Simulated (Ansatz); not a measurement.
Structures of equal composition on the (100) surface of rock-salt TiC: Zr on all Ti sites of the second plane; Zr on all Ti sites of the top plane. The slabs share one bottom face, and each structure is named by its start. These are constructed structures in small cells; real faces may alloy, dewet or reconstruct in larger ones, and not all known structures of the face are among them. Slabs of about 13 Å, Fermi-Dirac smearing of 0.1 eV. Bottom of the slabs: a bare face, its two planes held. Relaxed from the named starts with such symmetry as they have, on meshes of like density; energies extrapolated to zero smearing; spin only where a row says so; no spin-orbit coupling, no U. Brackets mark spin-polarised runs, whose order is one that fits the cell.

All values below come from PBE (plane waves to 420 eV, PAW; Ansatz, an electronic-structure program).

### Question
Rank these by energy per 1x1 cell (lowest first), as PBE gives it.

### Answer
Zr on all Ti sites of the top plane (0.000 eV), Zr on all Ti sites of the second plane (0.271 eV)
